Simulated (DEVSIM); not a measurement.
System: abrupt Si n-p junction, at 250 K.

| layer (left to right) | material | thickness (μm) | Nd (cm⁻³) | Na (cm⁻³) | τn (s) | τp (s) |
|---|---|---|---|---|---|---|
| 1 | Si | 12.0 | 5.9e15 | - | 0.0002 | 0.0002 |
| 2 | Si | 9.70 | - | 5.3e17 | 0.0002 | 0.0002 |

Left contact: ohmic. Right contact: ohmic. Voltage is applied to the left contact. Recombination: SRH at mid-gap. Gap narrowing is on: ΔEg = 6.92 meV × (l + √(l² + 0.5)), l = ln(N/1.3e17 cm⁻³), shared equally by both band edges. Mobility is constant in doping.

This is a model device: material constants are rounded textbook-type values typed into the input, and sizes, dopings and lifetimes were drawn at random. Values at 300 K; Nc and Nv go as T^1.5, mobilities as T to minus their exponent, the gap by Varshni's rule with the affinity fixed.

```csv
parameter,Si
gap (eV),1.124
affinity (eV),4.05
permittivity,11.7
Nc (cm⁻³),2.86e19
Nv (cm⁻³),3.1e19
μn (cm²/Vs),1417
μp (cm²/Vs),470
T exponent of μn,2.3
T exponent of μp,2.2
Varshni α (eV/K),0.000473
Varshni β (K),636
```

Model (solved in DEVSIM): 1D drift-diffusion, Boltzmann statistics, complete ionisation; no tunnelling, impact ionisation, image-force lowering or self-heating.

Task: Give the dark reverse current.

Result: 
```csv
V (V),J (A/cm²)
0.10,1.6e-13
0.25,3.1e-13
0.50,5.3e-13
0.75,7.2e-13
1.00,8.9e-13
1.50,1.2e-12
2.00,1.4e-12
2.50,1.7e-12
3.25,2.0e-12
4.00,2.3e-12
5.00,2.6e-12
```
